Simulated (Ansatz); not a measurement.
Input:

```
PbTe
1.0
    4.51744     0.00000     0.00000
    2.25872     3.91221     0.00000
    2.25872    -1.30407     3.75314
Te Pb
1 1
Direct
  0.00000   0.50000   0.50000
  0.00000   0.00000   0.00000
```

No spin polarisation.

All numbers come from DFT with PBEsol, PAW potentials and a 420 eV plane-wave cutoff in Ansatz (a program for electronic structure), spin-orbit coupling left out. Settings: 9×9×9 k-points, 0.05 eV Fermi–Dirac smearing.

Task: What band gap does the calculation give?

Result: 0.51 eV.

Task: What mean in-plane stress (compression positive) does the calculation give?

Result: +0.5 GPa.

Spin-orbit coupling, missing from the scalar runs, can matter with Pb and Te. The cells carry an imposed strain or load. Stability against distortions was not tested. The cell was made from PbTe in the rock salt structure (space group Fm-3m, No. 225) by this change: biaxial strain −0.83 %, plane normal [111], relaxed out of plane.
